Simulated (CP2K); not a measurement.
Band structure of AgBr (Fm-3m, 2 atoms in the cell).

```
AgBr
1.0
    3.99280     0.00000     0.00000
    1.99640     3.45787     0.00000
    1.99640     1.15262     3.26011
Ag Br
1 1
Direct
  0.00000   0.00000   0.00000
  0.50000   0.50000   0.50000
```

Method: PBE, GPW, DZVP-MOLOPT-PBE-GTH basis, GTH-PBE potentials (POTENTIAL_UZH) in CP2K 2026.2.

Settings: CUTOFF = 500 Ry; REL_CUTOFF = 50 Ry; KPOINTS/SCHEME = MONKHORST-PACK 8 8 8; GAMMA_CENTERED = T; XC_FUNCTIONAL = PBE; Ag/BASIS_SET = DZVP-MOLOPT-PBE-GTH-q11; Ag/POTENTIAL = GTH-PBE-q11; Br/BASIS_SET = DZVP-MOLOPT-PBE-GTH-q7; Br/POTENTIAL = GTH-PBE-q7; METHOD = GPW; EPS_DEFAULT = 1e-10; EXTRAPOLATION = USE_GUESS; NGRIDS = 5; SCF_GUESS = ATOMIC.

The starting cell comes from a database of computed structures (which also holds hypothetical and non-ambient phases and stackings), without a prior relaxation at this level. Its lattice was rescaled by a random factor within 2.5 % of one. Values carry the incompleteness of an atom-centred basis.

Q: Predict the gap along the standard path and the places of the band edges.

A: The gap along the path is 0.53 eV, from L to Γ; the smallest direct gap on it is 2.80 eV.

Levels in eV from the top of the valence band on the SCF mesh, bands 6 to 10:
| point | 6 | 7 | 8 | 9 | 10 |
|---|---|---|---|---|---|
| Γ | -2.87 | -2.28 | -2.28 | -2.28 | 0.53 |
| X | -2.71 | -2.41 | -2.41 | -2.29 | 1.43 |
| W | -2.39 | -2.37 | -2.37 | -1.64 | 3.88 |
| K | -2.46 | -2.26 | -2.08 | -1.32 | 2.93 |
| L | -2.52 | -2.18 | 0.00 | 0.00 | 3.84 |
| U | -2.46 | -2.26 | -2.08 | -1.32 | 2.93 |

Higher empty bands are left out: an atom-centred basis made for the valence describes them poorly.
